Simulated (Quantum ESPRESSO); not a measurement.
## Equation of state of rock-salt SrTe (space group 225): energy against volume (Quantum ESPRESSO, LDA)

```
SrTe
1.0
    0.00000     3.20049     3.20049
    3.20049     0.00000     3.20049
    3.20049     3.20049     0.00000
Sr Te
1 1
Direct
  0.00000   0.00000   0.00000
  0.50000   0.50000   0.50000
```

Method: LDA (PZ), GBRV 1.5 ultrasoft (LDA) pseudopotentials (plane waves; Quantum ESPRESSO 7.5). Settings: ecutwfc = 52 Ry; ecutrho = 260 Ry; occupations = smearing; smearing = fermi-dirac; degauss = 0.000734986 Ry; potentials = {Sr: sr_lda_v1.uspp.F.UPF, Te: te_lda_v1.uspp.F.UPF}; K_POINTS = automatic 9 9 9 0 0 0; conv_thr = 1e-10 Ry. The cell above is the first row's. The rows scale it uniformly. In all rows fractional positions and the k mesh are held. E is the free energy at the stated smearing, counted from the lowest row.

```csv
V (Å^3/atom),E (meV/atom)
32.783,?
33.496,5.84
34.208,0.98
34.921,0.00
35.634,2.54
36.346,8.21
37.059,16.63
37.772,27.69
38.484,40.95
```

Question: Fit E against V with the third-order Birch-Murnaghan form, a cubic in V^(-2/3), and predict the withheld value at V = 32.783.

Answer: With u = V^(-2/3) - 0.0918, the rows have u = 0.0044361, 0.0030961, 0.0017999, 0.0005472, -0.0006628, -0.0018356, -0.0029713, -0.0040703. Least squares gives E = 4.698 - 4547.0·u + 1076689·u² + 1394499·u³. Residuals (row less fit): 0.003, -0.002, -0.010, 0.007, 0.026, -0.034, 0.012, 0.001; standard error 0.023 (degrees of freedom: 4). Its minimum lies at u = 0.0021030, so V0 = (0.0939030)^(-3/2) = 34.75. There d²E/du² = 2171000 and d³E/du³ = 8367000, so B0 = (4/9) × 34.75^(-7/3) × 2171000 × 0.160218 = 39.2 GPa (the last factor turns the table's units into GPa), and B0' = 4 + (2/3) × 0.0939030 × (8367000)/2171000 = 4.2. The program's pressures in the fitted runs (not shown) pass through zero at V = 34.74, 0.03 % from this V0. At the withheld row, u = 0.0058265, so E = 4.698 - 4547.0 × 0.0058265 + 1076689 × 0.0058265² + 1394499 × 0.0058265³ = 15.032 meV/atom. The calculation gives 15.09 meV/atom, 0.058 meV/atom above the prediction (0.1 % of the range of E in the table). The row lies outside the fitted rows, so this is an extrapolation. From the scatter of the fitted rows alone, a prediction at this place has a standard error of 0.068 meV/atom, so the miss is 0.9 times that.

Carrying the step between the two nearest rows on in a straight line would have given 10.71, off by 4.38; series whose last step already gives the withheld value aren't shown. The scan was laid around a cell of about the measured size, scaled by a guess for this functional. The runs keep the symmetry of the cell, so they don't test it for distortions. Spin-orbit coupling is off. Cutoffs and mesh are single choices, not tested for convergence of this quantity. Series with a scatter that would blur these digits, or in which a gap closes, are not shown. Nor are scans whose minimum lies at an end fitted in this form.
